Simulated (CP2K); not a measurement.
CP2K run on BN (F-43m, 2 atoms in the cell): self-consistent single point.

Method: CP2K with LDA (Pade form), GPW, DZVP-MOLOPT-PBE-GTH basis, GTH-PBE potentials (POTENTIAL_UZH).

```
BN
1.0
    2.53500     0.00000     0.00000
    1.26750     2.19537     0.00000
    1.26750     0.73179     2.06982
B N
1 1
Direct
  0.00000   0.00000   0.00000
  0.75000   0.75000   0.75000
```

Reference input (self-consistent single point, DFT PBE, GPW, DZVP-MOLOPT-PBE-GTH basis, GTH-PBE potentials (POTENTIAL_UZH)): CUTOFF = 400 Ry; REL_CUTOFF = 50 Ry; KPOINTS/SCHEME = MONKHORST-PACK 13 13 13; XC_FUNCTIONAL = PBE; B/BASIS_SET = DZVP-MOLOPT-PBE-GTH-q3; B/POTENTIAL = GTH-PBE-q3; N/BASIS_SET = DZVP-MOLOPT-PBE-GTH-q5; N/POTENTIAL = GTH-PBE-q5; METHOD = GPW; EPS_DEFAULT = 1e-11; NGRIDS = 5; SCF_GUESS = ATOMIC. This run's input differs from it in these lines:

```diff
@@ -38,3 +38,3 @@
     &XC
-      &XC_FUNCTIONAL PBE
+      &XC_FUNCTIONAL PADE
       &END XC_FUNCTIONAL
```

Output, abridged:

```
 SCF WAVEFUNCTION OPTIMIZATION

  Step     Update method      Time    Convergence         Total energy    Change
     1 NoMix/Diag. 0.30E+00      -     1.29838666       -13.1452331991 -1.31E+01
     2 Broy./Diag. 0.30E+00      -     0.10310834       -11.9143284490  1.23E+00
     3 Broy./Diag. 0.30E+00      -     0.05713331       -12.5532115247 -6.39E-01
     4 Broy./Diag. 0.30E+00      -     0.03771539       -12.8404832521 -2.87E-01
     5 Broy./Diag. 0.30E+00      -     0.00060222       -12.8557374766 -1.53E-02
     6 Broy./Diag. 0.30E+00      -     0.00166215       -12.8423473410  1.34E-02
     7 Broy./Diag. 0.30E+00      -     0.00000298       -12.8411207474  1.23E-03
     8 Broy./Diag. 0.30E+00      -     0.00000672       -12.8412031638 -8.24E-05
     9 Broy./Diag. 0.30E+00      -     0.00000004       -12.8412080751 -4.91E-06
  *** SCF run converged in     9 steps ***

  Overlap energy of the core charge distribution:               0.00000014111498
  Self energy of the core charge distribution:                -30.90191424091751
  Core Hamiltonian energy:                                      9.56892319231973
  Hartree energy:                                              12.19420956133930
  Exchange-correlation energy:                                 -3.70242672896565

  Total energy:                                               -12.84120807510914

                     Mulliken Population Analysis

 #  Atom  Element  Kind  Atomic population                           Net charge
       1     B        1          2.592357                              0.407643
       2     N        2          5.407643                             -0.407643
   [... lines left out ...]

 STRESS| Analytical stress tensor [bar]
 STRESS|                        x                   y                   z
 STRESS|      x        1.04737003210E+05   7.24496132472E+00   5.12297131430E+00
 STRESS|      y        7.24496132472E+00   1.04728415052E+05   3.56634514372E+00
 STRESS|      z        5.12297131430E+00   3.56634514372E+00   1.04724123428E+05
 STRESS| 1/3 Trace                                             1.04729847230E+05
```

The run converged in 9 iterations. Against the reference run the pressure goes from 14.03 to 10.47 GPa and the gap on the mesh goes from 4.666 to 4.408 eV.

The starting cell comes from a database of computed structures (which also holds hypothetical and non-ambient phases and stackings), without a prior relaxation at this level. Its lattice was rescaled by a random factor within 2.5 % of one. Values carry the incompleteness of an atom-centred basis. The potentials were made for another functional than the one used. With a pressure of about 10 GPa the cell is away from its equilibrium volume at this level.

Cost on one core of a shared machine: roughly 60 s.
